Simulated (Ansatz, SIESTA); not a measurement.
An Ansatz (a program for electronic structure) input for a self-consistent single point of MnZn3 (Pm-3m, 4 atoms in the cell) (DFT, LDA (PW92), plane waves, default PAW files made with PBE):

Ansatz 0.2 input:
```yaml
# MnZn3
crystal:
  lattice:
    - [3.726227, 0.000000, 0.000000]
    - [0.000000, 3.726227, 0.000000]
    - [0.000000, 0.000000, 3.726227]
  atoms:
    - { symbol: Mn, position: [0.000000, 0.000000, 0.000000], spin: 4.0 }
    - { symbol: Zn, position: [0.000000, 0.500000, 0.500000] }
    - { symbol: Zn, position: [0.500000, 0.000000, 0.500000] }
    - { symbol: Zn, position: [0.500000, 0.500000, 0.000000] }
kpoints:
  mp_grid: { grid: [6, 6, 6] }
hamiltonian:
  xc: lda
  pseudopotentials: { kind: paw }
magnetization:
  spin_polarized: true
scf:
  occupations: { method: fermi_dirac, width: 0.1 eV }
output:
  forces: true
  eigenvalues: true
  stress: true
```

**Question.** Write the same calculation as an input for SIESTA.

**Answer.** This is the input that was run; spellings and numerical settings could be chosen otherwise.

```
# files in the folder: Mn.psml Zn.psml (PseudoDojo LDA standard)
SystemName  MnZn3
SystemLabel MnZn3

NumberOfAtoms                4
NumberOfSpecies              2
%block ChemicalSpeciesLabel
  1 25 Mn
  2 30 Zn
%endblock ChemicalSpeciesLabel
LatticeConstant              1.0 Bohr
%block LatticeVectors
     7.041548508    0.000000000    0.000000000
     0.000000000    7.041548508    0.000000000
     0.000000000    0.000000000    7.041548508
%endblock LatticeVectors
AtomicCoordinatesFormat      Bohr
%block AtomicCoordinatesAndAtomicSpecies
     0.000000000    0.000000000    0.000000000  1
     0.000000000    3.520774254    3.520774254  2
     3.520774254    0.000000000    3.520774254  2
     3.520774254    3.520774254    0.000000000  2
%endblock AtomicCoordinatesAndAtomicSpecies

XC.functional                LDA
XC.authors                   PW92
PAO.BasisSize                DZP
PAO.EnergyShift              0.005 Ry
MeshCutoff                   300 Ry
%block kgrid.MonkhorstPack
    6   0   0  0.0
    0   6   0  0.0
    0   0   6  0.0
%endblock kgrid.MonkhorstPack
OccupationFunction           FD
ElectronicTemperature        1160.45 K
Spin                         polarized
%block DM.InitSpin
  1 +4.00
  2 +0.00
  3 +0.00
  4 +0.00
%endblock DM.InitSpin

MaxSCFIterations             150
SCF.Mixer.Method             Pulay
SCF.Mixer.Weight             0.1
SCF.Mixer.History            6
SCF.DM.Tolerance             1.0E-04
Diag.ParallelOverK           true
WriteForces                  true
Charge.Mulliken              end
```

Basis, cutoffs, solver keys and any potentials are the target program's own. This input uses DFT, LDA PW92, numerical atomic orbitals DZP, PseudoDojo LDA standard norm-conserving potentials (rewritten from UPF to PSML). LDA parametrisations can differ slightly between programs. Both were run: pressure -6.40 GPa in Ansatz and -6.08 in SIESTA; size of the net moment 0.52 μB/atom in Ansatz and 0.54 in SIESTA. Ansatz's pressure is the one without its finite-basis correction.

On SIESTA: the starting cell comes from a database of computed structures (which also holds hypothetical and non-ambient phases and stackings), without a prior relaxation at this level. Its lattice was rescaled by a random factor within 2.5 % of one. With one magnetic atom in the cell only a parallel order is possible. Values carry the incompleteness of an atom-centred basis. With a pressure of about -6 GPa the cell is away from its equilibrium volume at this level.

On Ansatz: the starting cell comes from a database of computed structures (which also holds hypothetical and non-ambient phases and stackings), without a prior relaxation at this level. Its lattice was rescaled by a random factor within 2.5 % of one. With one magnetic atom in the cell only a parallel order is possible. With a pressure of about -6 GPa the cell is away from its equilibrium volume at this level.
